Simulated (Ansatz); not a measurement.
Functionals compared on O on the 1x1 (111) surface of fcc Rh, one in a 2x2 cell, started at the site 'hollow Rh-Rh-Rh over Rh at depth 4.4 Å', in Ansatz (plane waves, PAW). The structure was relaxed with PBE; the other rows are single points on it, each with its references at the same level. Cutoff 420 eV (500 eV for r2SCAN).

Model: 17-atom slab, 6.5 Å thick at the start under the adsorbate (thin: gaps and levels are the slab's own), 6x6x1 mesh, Fermi-Dirac 0.1 eV, dipole correction, 8 atoms held, the rest relaxed; held to the start's symmetry, so lower structures may exist; no spin, no spin-orbit, no U, no dispersion correction. At the end it is bonded to 3 Rh. In PBE it is, or lies within 0.03 eV of, the lowest of the starts that converged. These notes are the PBE run's. Adsorption energies are against ½ O2(g). A negative adsorption energy means that the adsorbate is more stable on the surface than in its reference.

```json
[
 {"functional": "PBE", "adsorption energy (eV)": "-1.98", "work function of the top face (eV)": "5.65", "change of the work function (eV)": "0.50", "rough cost of the single point": "–"},
 {"functional": "RPBE", "adsorption energy (eV)": "-1.71", "work function of the top face (eV)": "5.48", "change of the work function (eV)": "0.51", "rough cost of the single point": "very roughly 90 core-seconds"},
 {"functional": "r2SCAN", "adsorption energy (eV)": "___", "work function of the top face (eV)": "___", "change of the work function (eV)": "___", "rough cost of the single point": "about 2.5 core-minutes (a rough figure)"}
]
```

Problem. What belongs in the gaps?

Solution. 
- r2SCAN, adsorption energy (eV): -2.15
- r2SCAN, work function of the top face (eV): 5.75
- r2SCAN, change of the work function (eV): 0.61

Ansatz is a first-principles code.
